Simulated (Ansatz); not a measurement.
## TiO2 under a change: electrons 1.0×10^22 cm⁻³

The parent structure is TiO2 in the anatase structure (space group I4_1/amd, No. 141; a = 3.778 Å, c = 9.584 Å).

One thing is altered: electron doping at 1.0×10^22 cm⁻³ (0.684 per cell), with a uniform compensating background at fixed cell and a 300 K Fermi–Dirac width.

Level of theory: DFT with r2SCAN, PAW potentials and a 500 eV plane-wave cutoff in Ansatz (a first-principles code), no spin-orbit coupling. Settings: 17×17×17 k-points, 0.0259 eV Fermi–Dirac smearing.

| quantity | base | changed | shift |
|---|---|---|---|
| gap between the host's bands | 2.53 eV | 2.96 eV | +0.436 eV |
| gap character | indirect, Γ–X (87 % along) → Γ | indirect, Γ–X (87 % along) → Γ | – |
| largest internal atomic displacement | – | 0.012 Å | – |
| Fermi level relative to the doped band's edge (positive inside the band; to 0.05 eV) | – | +0.85 eV | – |

Carriers are added with a uniform compensating background; total energy and stress of such cells depend on the potential's zero and are not compared; many-body gap narrowing is missing at this level. Whether these cells are dynamically stable was not tested. All final runs are without spin polarisation.
